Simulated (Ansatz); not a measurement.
**TiAl2O5, response to strain**

The reference is TiAl₂O₅ (space group Cmcm, No. 63; a = 3.604 Å, b = 9.360 Å, c = 9.642 Å; a cell from a computed database, its experimental status unchecked). Axes: x, y, z lie along a, b, c of the conventional cell.

Strains are applied to the cell and any free atomic positions relax; under biaxial strain the out-of-plane vector relaxes too.

Level of theory: PBEsol in Ansatz (plane waves to 420 eV, PAW, scalar-relativistic without spin-orbit coupling).

```tsv
case	width of the top valence band	band gap	smallest direct gap	volume per atom
base	0.65 eV	3.02 eV	3.30 eV	10.16 Å³
biaxial strain −1.81 %, plane normal [001], relaxed out of plane	0.63 eV	3.10 eV	3.37 eV	9.95 Å³
biaxial strain +2.12 %, plane normal [001], relaxed out of plane	?	?	?	?
uniaxial strain ε_xx = −1.56 %	0.62 eV	3.08 eV	3.35 eV	10.00 Å³
uniaxial strain ε_yy = +5.60 %	0.58 eV	2.95 eV	3.13 eV	10.73 Å³
```

**Question.** What belongs in the blanks?

**Answer.** 
- biaxial strain +2.12 %, plane normal [001], relaxed out of plane, width of the top valence band: 0.69 eV
- biaxial strain +2.12 %, plane normal [001], relaxed out of plane, band gap: 2.92 eV
- biaxial strain +2.12 %, plane normal [001], relaxed out of plane, smallest direct gap: 3.18 eV
- biaxial strain +2.12 %, plane normal [001], relaxed out of plane, volume per atom: 10.43 Å³

No phonon test of stability was made. All final runs are without spin polarisation.

Ansatz is a first-principles code.
